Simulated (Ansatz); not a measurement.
Base system: Ru in the hcp (Mg type) structure (space group P6_3/mmc, No. 194).

```
Ru
1.0
    2.69196     0.00000     0.00000
   -1.34598     2.33130     0.00000
    0.00000     0.00000     4.24596
Ru
2
Direct
  0.33333   0.66667   0.75000
  0.66667   0.33333   0.25000
```

Cartesian axes are those of the cell as printed.

Method: PBEsol, PAW, 420 eV (Ansatz, an electronic-structure program; no spin-orbit coupling), earlier PAW set.

Base values:

| Item | Value |
|---|---|
| Shortest interatomic distance | 2.631 Å |

Modification: a free-standing slab of 7 layers (7 atoms, 1 a layer) is cut normal to the z axis, with 15 Å of vacuum and the in-plane cell held at bulk.

Task: What happens to the excess energy per area of both faces, change of the spacing d23 from its bulk value of 2.123 Å and shortest interatomic distance?

Result: The excess energy per area of both faces (slab less bulk energy over the cell's area: twice a surface energy) is 6.1 J/m² (uncertain by up to 0.2 J/m²); the change of the spacing d23 from its bulk value of 2.123 Å amounts to 0.0 %; the shortest interatomic distance falls by 0.065 Å (2.631 Å → 2.566 Å).

The excess energy carries the mismatch between the slab's and the bulk's meshes. No phonon test of stability was made. All final runs are without spin polarisation.
